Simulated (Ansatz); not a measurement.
Cubic perovskite KCdF₃ was calculated with PBE0 (Ansatz, an electronic-structure program, plane waves, PAW).

Settings: plane-wave cutoff 460 eV, 6×6×6 k mesh, Fermi–Dirac smearing 0.01 eV, scalar-relativistic PAW data made under PBE.

Response to compression and expansion:

```tsv
V (Å³/atom)	P (GPa)	direct gap at Γ (eV)	smallest gap on the k mesh (eV)
16.295	3.62	8.075	5.885
16.724	1.72	7.891	5.871
17.152	0.08	7.715	5.853
17.397	-0.76	7.619	5.841
18.010	-2.57	7.387	5.806
```

The fundamental gap (5.85 eV at the equilibrium volume, on the SCF mesh) lies elsewhere than Γ–Γ.

Note: the relaxation could not lower the start's symmetry, so the cell can be a saddle point above a distorted one.

Spin–orbit coupling is not included.
